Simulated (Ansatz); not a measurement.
The reference is BN in the zinc blende structure (space group F-43m, No. 216; a = 3.605 Å). Axes: x, y, z lie along the cube axes.

Modification: uniaxial strain ε_zz = −0.90 %, all other strain components held at zero; the atoms relax in the strained cell.

All numbers come from PBEsol (Ansatz, a first-principles code), no spin-orbit coupling, earlier PAW set.

Give the band edges at the high-symmetry points of the new zone, measured from its valence-band maximum.


```json
[
 {"point": "Γ", "valence edge (eV)": "0.00", "conduction edge (eV)": "8.74"},
 {"point": "X", "valence edge (eV)": "-5.04", "conduction edge (eV)": "4.30"},
 {"point": "P", "valence edge (eV)": "-6.77", "conduction edge (eV)": "9.56"},
 {"point": "N", "valence edge (eV)": "-1.97", "conduction edge (eV)": "10.19"},
 {"point": "M", "valence edge (eV)": "-5.17", "conduction edge (eV)": "4.14"},
 {"point": "S", "valence edge (eV)": "-4.35", "conduction edge (eV)": "6.57"},
 {"point": "S₀", "valence edge (eV)": "-4.35", "conduction edge (eV)": "6.57"},
 {"point": "R", "valence edge (eV)": "-6.76", "conduction edge (eV)": "9.39"},
 {"point": "G", "valence edge (eV)": "-6.76", "conduction edge (eV)": "9.39"}
]
```

The gap is 4.14 eV, indirect, Γ → M.

Stability against distortions was not tested. k-point labels follow each cell's own Brillouin zone.
